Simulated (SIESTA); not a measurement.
A self-consistent single point of Al3Cu (P4/mmm, 4 atoms in the cell) with SIESTA.

Level of theory: GGA PBEsol, numerical atomic orbitals DZP, PseudoDojo PBEsol standard norm-conserving potentials (rewritten from UPF to PSML) run with SIESTA 5.4.2.

```xyz
4
Lattice="2.7990 0.0000 0.0000 0.0000 2.7990 0.0000 0.0000 0.0000 7.5690" Properties=species:S:1:pos:R:3 pbc="T T T"
Al     0.0000     0.0000     3.7845
Al     1.3995     1.3995     1.7115
Al     1.3995     1.3995     5.8575
Cu     0.0000     0.0000     0.0000
```

Reference input (self-consistent single point, DFT, LDA PW92, numerical atomic orbitals DZP, PseudoDojo LDA standard norm-conserving potentials (rewritten from UPF to PSML)): XC.functional = LDA; XC.authors = PW92; potentials = PseudoDojo LDA standard; PAO.BasisSize = DZP; PAO.EnergyShift = 0.005 Ry; MeshCutoff = 300 Ry; kgrid.MonkhorstPack = 15 15 6; OccupationFunction = FD; ElectronicTemperature = 100 meV; MaxSCFIterations = 150; SCF.Mixer.Method = Pulay; SCF.Mixer.Weight = 0.2. This run's input differs from it in these lines:

```diff
@@ -1,2 +1,2 @@
-# files in the folder: Al.psml Cu.psml (PseudoDojo LDA standard)
+# files in the folder: Al.psml Cu.psml (PseudoDojo PBEsol standard)
 SystemName  Al3Cu
@@ -24,4 +24,4 @@
 
-XC.functional                LDA
-XC.authors                   PW92
+XC.functional                GGA
+XC.authors                   PBEsol
 PAO.BasisSize                DZP
```

The program printed (abridged):

```
        iscf     Eharris(eV)        E_KS(eV)     FreeEng(eV)     dDmax    Ef(eV) dHmax(eV)
   scf:    1    -4274.190144    -4998.123406    -4998.279077  1.475467 -1.487317140.842998
   scf:    2    -4484.291558    -5163.018933    -5163.053357  9.047812 -5.335602 88.174868
   scf:    3    -5409.927870    -5316.456988    -5316.499734  7.618398 -4.764332 40.807279
   scf:    4    -5353.813150    -5339.570577    -5339.613927  1.326941 -4.805955 17.895902
   scf:    5    -5343.567554    -5341.696204    -5341.738877  0.108499 -4.796765 12.938618
   [... 6 lines left out ...]
   scf:   12    -5344.242202    -5344.243696    -5344.286140  0.004958 -4.798111  0.188068
   scf:   13    -5344.244266    -5344.244201    -5344.286671  0.002659 -4.796292  0.000742
   scf:   14    -5344.244201    -5344.244201    -5344.286671  0.000120 -4.796377  0.005102
   scf:   15    -5344.244200    -5344.244201    -5344.286671  0.000080 -4.796328  0.000541
SCF Convergence by DM+H criterion
max |DM_out - DM_in|         :     0.0000799139
max |H_out - H_in|      (eV) :     0.0005411959
SCF cycle converged after 15 iterations

Using DM_out to compute the final energy and forces

siesta: E_KS(eV) =            -5344.2442

siesta: E_KS - E_eggbox =     -5344.2442

siesta: Atomic forces (eV/Ang):
     1    0.000000    0.000000    0.000000
     2   -0.000000   -0.000000   -0.107623
     3   -0.000000   -0.000000    0.107623
     4    0.000000    0.000000    0.000000
   Tot   -0.000000   -0.000000    0.000000
   Max    0.107623
   Res    0.043937    sqrt( Sum f_i^2 / 3N )
   Max    0.107623    constrained

Stress tensor Voigt[x,y,z,yz,xz,xy] (kbar):       17.14       17.14        6.98        0.00        0.00        0.00
(Free)E + p*V (eV/cell)    -5344.7957
   [... lines left out ...]
siesta: FreeEng =     -5344.286671
   [... lines left out ...]
siesta:     0.010699    0.000000   -0.000000
siesta:     0.000000    0.010699   -0.000000
siesta:     0.000000    0.000000    0.004356

siesta: Cell volume =         59.297302 Ang**3

siesta: Pressure (static):
siesta:                Solid            Molecule  Units
siesta:          -0.00009350         -0.00012082  Ry/Bohr**3
siesta:          -0.00858485         -0.01109315  eV/Ang**3
siesta:         -13.75444543        -17.77318598  kBar
```

The run converged in 15 iterations. Against the reference run the pressure goes from -4.58 to -1.38 GPa and the largest force goes from 0.245 to 0.108 eV/Å.

The starting cell comes from a database of computed structures (which also holds hypothetical and non-ambient phases and stackings), without a prior relaxation at this level. Its lattice was rescaled by a random factor within 2.5 % of one. Spin polarisation is off. Values carry the incompleteness of an atom-centred basis.

Cost on one core of a shared machine: roughly 2 min.
